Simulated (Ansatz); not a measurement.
Hf (model structure, started from the diamond type, Fd-3m, No. 227, 2 atoms in the cell) was calculated with LDA in Ansatz (plane waves, PAW).

Settings: plane-wave cutoff 520 eV, 16×16×16 k mesh, Fermi–Dirac smearing 0.05 eV, scalar-relativistic PAW data made under PBE.

Cell (relaxed at this level):

```xyz
2
Lattice="0.0000 3.1093 3.1093 3.1093 0.0000 3.1093 3.1093 3.1093 0.0000" Properties=species:S:1:pos:R:3 pbc="T T T"
Hf     1.5546     1.5546     1.5546
Hf     0.0000     0.0000     0.0000
```

**Question.** Estimate the bulk modulus that the calculation returns.

**Answer.** 
- bulk modulus = 31.7 GPa

The run finds no gap.

Note: the bulk modulus is −V dP/dV from two relaxed cells at ±2 % in volume; the relaxation could raise the start's symmetry but not lower it, so the cell can be a saddle point.

Spin–orbit coupling is not included.

Static lattice: no zero-point or thermal effects.

A model structure was made by putting elements into a prototype or built by hand; it is no filed structure, need not be a known phase, and can be a saddle point held by its symmetry.

Ansatz is a quantum-chemistry and plane-wave program.
